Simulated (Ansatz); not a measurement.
**A computed series for InP: response to strain**

The parent structure is InP in the zinc blende structure (space group F-43m, No. 216; a = 5.960 Å).

Strains are applied to the cell and any free atomic positions relax.

All numbers come from Ansatz (a first-principles code), PBE, PAW, cutoff 420 eV, no spin-orbit coupling.

Notes on the quantities. energy relative to the base: free energy F.

```json
[
 {"isotropic strain (%)": "-3", "energy relative to the base (meV/atom)": "44.5"},
 {"isotropic strain (%)": "-2", "energy relative to the base (meV/atom)": "19.0"},
 {"isotropic strain (%)": "-1", "energy relative to the base (meV/atom)": "4.6"},
 {"isotropic strain (%)": "-0.5", "energy relative to the base (meV/atom)": "1.1"},
 {"isotropic strain (%)": "0", "energy relative to the base (meV/atom)": "0.0"},
 {"isotropic strain (%)": "0.5", "energy relative to the base (meV/atom)": "1.1"},
 {"isotropic strain (%)": "2", "energy relative to the base (meV/atom)": "16.4"},
 {"isotropic strain (%)": "2.5", "energy relative to the base (meV/atom)": "?"},
 {"isotropic strain (%)": "3", "energy relative to the base (meV/atom)": "35.5"}
]
```

**Question.** Fit ΔE = Aε² + Bε³ (ε in %) to the rows shown and predict the withheld row.

**Answer.** Least squares on the printed values gives A = 4.44 and B = -0.17 meV/atom (largest residual 0.1 meV/atom); this predicts 25.2 meV/atom, and the run gives 25.1 meV/atom, in agreement.

Stability against distortions was not tested. The final runs are not spin-polarised.
